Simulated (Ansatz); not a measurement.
An Ansatz (a quantum-chemistry and plane-wave program) run: NbCo2 with a change (non-magnetic); PBEsol, PAW, 420 eV (Ansatz; no spin-orbit coupling).

Input:

Ansatz 0.2 input:
```yaml
crystal:
  lattice:
    - [0, 3.3230597875, 3.3230597875]
    - [3.3230597875, 0, 3.3230597875]
    - [3.3230597875, 3.3230597875, 0]
  atoms:
    - { symbol: Nb, position: [0.5, 0.5, 0.5] }
    - { symbol: Nb, position: [0.75, 0.75, 0.75] }
    - { symbol: Co, position: [0.125, 0.125, 0.125] }
    - { symbol: Co, position: [0.625, 0.125, 0.125] }
    - { symbol: Co, position: [0.125, 0.125, 0.625] }
    - { symbol: Co, position: [0.125, 0.625, 0.125] }
basis: { ecutwfc: 420, ecutrho_ratio: 4, xc_grid: 2, fft_grid_basis: typed }
kpoints: { mp_grid: { grid: [12, 12, 12] } }
hamiltonian:
  xc: pbesol
  dispersion: none
  pseudopotentials: { kind: paw }
scf: { occupations: { method: fermi_dirac, width: 0.05 }, convergence: { dr2_threshold: 0.0000000006 } }
output: { forces: true, stress: true }
checkpoint: { write: state.ck, write_every: 1000 }
```

Output:

```
WARN ansatz: RAYON_NUM_THREADS=2 ignored (pool sized by the plan → 2); use --threads N
Pseudopotentials: kind: paw
Pseudopotential: Nb, paw, valence charge 13
Pseudopotential: Co, paw, valence charge 17
Functional definition: PBEsol
Crystal: 6 atoms, lattice volume = 73.391 Å³
Basis set: ecut = 420 eV, 1459 PW (Γ), exchange–correlation on 64×64×64 points (8 copies of the dense FFT grid, shifted against one another)
Bands: 57, of which v1, the nominal top of the filled ones, is band 47 counted from 1 (46 counted from 0)
Symmetry: 48 space group operations
Space group: Fd-3m (ITA 227), of the structure as read, at distance tolerance 4.2e-5 Å
k-points: 72 of 1728
PAW frozen core: Nb, regenerated for the run's functional, and the local potential with it
PAW frozen core: Co, regenerated for the run's functional, and the local potential with it
Initial density: superposition of atomic densities (neutral atoms: chi_scale 0, normalization atom), corrected by the library's trained network
Initial wavefunctions: pseudopotential atomic-orbital guess
Eigensolver: davidson
Functional: x = pbesol(κ = 0.804, μ = 0.12345679012345678), c = pbesol(β = 0.046)
SCF iter   1: F=—  HF=-29364.135699 eV  |F-HF|=—  |Δ(HF+E_count)|=         —  Δρ=2.73e-2  dr2=3.56e-1  ethr=1.77e-3  ⟨swp⟩=5.8  Hψ=12906  notcnv=0
all-band conjugate gradients solve this SCF's bands
preconditioner: auto → Kerker (q_TF=auto, 2.843 Å⁻¹)
SCF iter   2: F=—  HF=-29364.107471 eV  |F-HF|=—  |Δ(HF+E_count)|=   2.82e-2  Δρ=7.89e-3  dr2=3.30e-2  ethr=3.79e-4  ⟨swp⟩=2.0  Hψ=5276  notcnv=0  defer=43
SCF iter   3: F=—  HF=-29364.105055 eV  |F-HF|=—  |Δ(HF+E_count)|=   2.42e-3  Δρ=1.58e-3  dr2=1.65e-3  ethr=3.51e-5  ⟨swp⟩=1.0  Hψ=4061  notcnv=0  defer=43
SCF iter   4: F=—  HF=-29364.104884 eV  |F-HF|=—  |Δ(HF+E_count)|=   1.71e-4  Δρ=3.34e-4  dr2=3.29e-5  ethr=1.75e-6  ⟨swp⟩=2.3  Hψ=5068  notcnv=0  defer=43
SCF iter   5: F=—  HF=-29364.104905 eV  |F-HF|=—  |Δ(HF+E_count)|=   2.03e-5  Δρ=1.90e-4  dr2=7.23e-6  ethr=3.50e-8  ⟨swp⟩=2.0  Hψ=7451  notcnv=0  defer=43
SCF iter   6: F=—  HF=-29364.104901 eV  |F-HF|=—  |Δ(HF+E_count)|=   3.83e-6  Δρ=4.75e-5  dr2=1.13e-6  ethr=7.69e-9  ⟨swp⟩=2.1  Hψ=6934  notcnv=0  defer=43
SCF iter   7: F=—  HF=-29364.104901 eV  |F-HF|=—  |Δ(HF+E_count)|=   5.70e-8  Δρ=1.30e-5  dr2=9.16e-8  ethr=1.21e-9  ⟨swp⟩=2.0  Hψ=7428  notcnv=0  defer=43
SCF iter   8: F=-29364.104901 eV  HF=-29364.104901 eV  |F-HF|=2.98e-10  |Δ(HF+E_count)|=   8.63e-9  Δρ=9.61e-7  dr2=4.27e-10  ethr=1.00e-12  ⟨swp⟩=4.0  Hψ=16910  notcnv=0
SCF 1 converged in 8 iterations: F = -29364.104901 eV  dr2 = 4.27e-10
SCF converged after 8 iterations
Free energy (F): -29364.104901 eV
Harris-Foulkes:  -29364.104901 eV  (|F-HF|=2.98e-10)
Internal energy: -29364.027938 eV  (E = F + TS)
E sigma→0 (E₀):  -29364.066419 eV
Entropy (-TS):   -0.076963 eV (-12.827 meV/atom)
Fermi energy:    20.092737 eV
--- Per-component energies (eV) ---
  E_band       = -971.630332
  E_kinetic    = 2622.631063
  E_local      = -13756.318557  (includes V_loc(G=0)·N_el)
  E_nonlocal   = 2051.788791
  E_hartree    = 5761.367557
  E_xc         = -987.323509
  E_vxc        = -1252.818817  (∫ρ·V_xc dr)
  E_paw        = -11960.493752  (= ΣΔE_a)
  E_vpaw       = -2159.646911  (= ΣTr[D̂ρ^β])
  E_aug_tail   = 0.000168  (compensation charges beyond the density's cutoff)
  E_ewald      = -13096.810794
  E_core_change = 1.131095  (= ΣΔE_core)
  E_smearing   = -0.076963  (= −TS)
  E_closure    = 0.000000  (closes the sum)
  Σ components = -29364.104901   (vs F -29364.104901, Δ=0.00e0)
  [band-id]    e_kinetic+e_local+e_nonlocal+2·e_hartree+e_vxc+e_vpaw+e_augmentation_tail = -971.629150   (vs E_band -971.630332, Δ=1.18e-3)
--- Forces (eV/Å), atoms counted from 1 ---
  atom   1  Nb     0.00000000     0.00000000    -0.00000000
  atom   2  Nb     0.00000000     0.00000000    -0.00000000
  atom   3  Co     0.00000000    -0.00000000    -0.00000000
  atom   4  Co     0.00000000    -0.00000000     0.00000000
  atom   5  Co     0.00000000    -0.00000000    -0.00000000
  atom   6  Co     0.00000000    -0.00000000    -0.00000000
  max |Σ_I F_I| component: 1.39e-17 eV/Å
--- Stress (GPa, compression-positive) ---
        0.000637       0.000000       0.000000
        0.000000       0.000637       0.000000
        0.000000       0.000000       0.000637
  P = ⅓ Tr σ = 0.0006 GPa (0.006 kbar)
  The stress holds the Pulay correction. Without it, at fixed plane waves, as pw.x and ABINIT print it: P = -0.1263 GPa
  The stress includes an estimate of the error left by incomplete SCF convergence (largest component -0.0001 GPa).
--- Band table ---
  band table: none
```

Whether these cells are dynamically stable was not tested. The final runs are not spin-polarised. The cell was made from NbCo2 in the cubic Laves (MgCu2 type) structure (space group Fd-3m, No. 227; non-magnetic) by this change: non-magnetic.
